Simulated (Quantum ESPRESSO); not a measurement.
Worked example: self-consistent single point of CsSnI3 (Pm-3m, 5 atoms in the cell) in Quantum ESPRESSO.

Level of theory: vdW-DF-cx, GBRV 1.5 ultrasoft (PBE) pseudopotentials (plane waves; Quantum ESPRESSO 7.5).

```
CELL_PARAMETERS angstrom
      6.28623     0.00000     0.00000
      0.00000     6.28623     0.00000
      0.00000     0.00000     6.28623
ATOMIC_POSITIONS crystal
  Cs 0.50000 0.50000 0.50000
  Sn 0.00000 0.00000 0.00000
  I  0.50000 0.00000 0.00000
  I  0.00000 0.50000 0.00000
  I  0.00000 0.00000 0.50000
```

Reference input (self-consistent single point, DFT, LDA (PZ), plane waves, GBRV 1.5 ultrasoft (LDA) pseudopotentials): ecutwfc = 40 Ry; ecutrho = 200 Ry; occupations = smearing; smearing = fd; degauss = 0.0036749 Ry; potentials = {Cs: cs_lda_v1.uspp.F.UPF, Sn: sn_lda_v1.4.uspp.F.UPF, I: i_lda_v1.uspp.F.UPF}; K_POINTS = automatic 4 4 4 0 0 0; conv_thr = 1e-09 Ry. This run's input differs from it in these lines:

```diff
@@ -18,2 +18,3 @@
   degauss = 0.0036749
+  input_dft = 'vdw-df-cx'
 /
@@ -23,5 +24,5 @@
 ATOMIC_SPECIES
-Cs   132.9055  cs_lda_v1.uspp.F.UPF
-Sn   118.7100  sn_lda_v1.4.uspp.F.UPF
-I    126.9045  i_lda_v1.uspp.F.UPF
+Cs   132.9055  cs_pbe_v1.uspp.F.UPF
+Sn   118.7100  sn_pbe_v1.4.uspp.F.UPF
+I    126.9045  i_pbe_v1.uspp.F.UPF
 ATOMIC_POSITIONS alat
```

Output (repeated stretches shortened):

```
     Self-consistent Calculation

     iteration #  1     ecut=    40.00 Ry     beta= 0.70

     Threshold (ethr) on eigenvalues was too large:
     Diagonalizing with lowered threshold

     total energy              =    -418.30733261 Ry
     estimated scf accuracy    <       0.21171833 Ry

     iteration #  2     ecut=    40.00 Ry     beta= 0.70

     total energy              =    -418.37341262 Ry
     estimated scf accuracy    <       0.05598625 Ry

     iteration #  3     ecut=    40.00 Ry     beta= 0.70

     total energy              =    -418.38673478 Ry
     estimated scf accuracy    <       0.00152036 Ry

   [... 3 blocks of this kind left out ...]

     iteration #  7     ecut=    40.00 Ry     beta= 0.70

     total energy              =    -418.38723057 Ry
     estimated scf accuracy    <       0.00000001 Ry

     iteration #  8     ecut=    40.00 Ry     beta= 0.70
     End of self-consistent calculation

     the Fermi energy is     3.8315 ev

!    total energy              =    -418.38723059 Ry
     estimated scf accuracy    <          7.8E-10 Ry
     smearing contrib. (-TS)   =      -0.00001555 Ry
     internal energy E=F+TS    =    -418.38721504 Ry

     convergence has been achieved in   8 iterations

     Forces acting on atoms (cartesian axes, Ry/au):

     atom    1 type  1   force =     0.00000000    0.00000000    0.00000000
   [... zero for the other atoms too ...]

     Total force =     0.000000     Total SCF correction =     0.000000

          total   stress  (Ry/bohr**3)                   (kbar)     P=       -7.89
  -0.00005365   0.00000000   0.00000000           -7.89        0.00        0.00
   0.00000000  -0.00005365   0.00000000            0.00       -7.89        0.00
   0.00000000   0.00000000  -0.00005365            0.00        0.00       -7.89

   JOB DONE.
```

The run converged in 8 iterations. Against the reference run the pressure goes from -1.83 to -0.79 GPa and the gap on the mesh goes from 0.437 to 0.508 eV.

The starting cell comes from a database of computed structures (which also holds hypothetical and non-ambient phases and stackings), without a prior relaxation at this level. Spin-orbit coupling is off.

Cost on one core of a shared machine: roughly 3 min.
